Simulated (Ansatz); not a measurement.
Start from Ir in the fcc (Cu type) structure (space group Fm-3m, No. 225; a = 3.8305 Å).

Perturbation: cell and atoms relaxed at a pressure of 30 GPa.

Levels (all Ansatz, a first-principles code, PAW): PBEsol (420 eV, spin-orbit coupling left out); r2SCAN (500 eV, spin-orbit coupling left out).

The geometry is relaxed with PBEsol.

- PBEsol pressure = 30.0 GPa

**Question.** What does r2SCAN give at this geometry for the pressure?

**Answer.** The pressure grows by 5.1 GPa, from 30.0 GPa to 35.1 GPa.

Single points use the geometry relaxed with PBEsol. Their cutoffs differ, which shifts pressures a little. Load acts through the strain it causes; cell and atoms are relaxed under it. Whether these cells are dynamically stable was not tested. No other phases were tried under pressure. The final runs are not spin-polarised.
